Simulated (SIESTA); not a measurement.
Band structure of Pd (Fm-3m, 1 atom in the cell).

```yaml
crystal:
  lattice:
    - [0.00000, 1.99195, 1.99195]
    - [1.99195, 0.00000, 1.99195]
    - [1.99195, 1.99195, 0.00000]
  atoms:
    - { symbol: Pd, position: [0.00000, 0.00000, 0.00000], spin: 1.0 }
```
(The spins are starting values, not results.)

Method of the run: SIESTA with GGA PBE, numerical atomic orbitals DZP, PseudoDojo PBE standard norm-conserving potentials (rewritten from UPF to PSML).

Settings: XC.functional = GGA; XC.authors = PBE; potentials = PseudoDojo PBE standard; PAO.BasisSize = DZP; PAO.EnergyShift = 0.01 Ry; MeshCutoff = 400 Ry; kgrid.MonkhorstPack = 10 10 10; OccupationFunction = MP; OccupationMPOrder = 0; ElectronicTemperature = 0.272 eV; Spin = polarized; DM.InitSpin = [1 +1.00]; MaxSCFIterations = 150; SCF.Mixer.Method = Pulay.

The starting cell comes from a database of computed structures (which also holds hypothetical and non-ambient phases and stackings), without a prior relaxation at this level. Its lattice was rescaled by a random factor within 2.5 % of one. The starting moments vanished: the run ended non-magnetic. Values carry the incompleteness of an atom-centred basis.

Levels in eV from the Fermi level, bands 6 to 11 of the first spin channel:
| point | 6 | 7 | 8 | 9 | 10 | 11 |
|---|---|---|---|---|---|---|
| Γ | -2.56 | -2.56 | -2.56 | -1.13 | -1.13 | 30.48 |
| X | -4.59 | -0.10 | 0.19 | 0.19 | 3.60 | 11.09 |
| W | -3.03 | -3.03 | -1.18 | 0.20 | 8.79 | 8.79 |
| K | -3.71 | -1.75 | -0.88 | -0.20 | 6.97 | 8.25 |
| L | -2.61 | -2.61 | -0.08 | -0.08 | 1.33 | 6.94 |
| U | -3.71 | -1.75 | -0.88 | -0.20 | 6.97 | 8.25 |

Bands cross the Fermi level along this path, so the cell is metallic at this level.

Higher empty bands are left out: an atom-centred basis made for the valence describes them poorly.

The net moment of the cell came out as 0.00 μB.
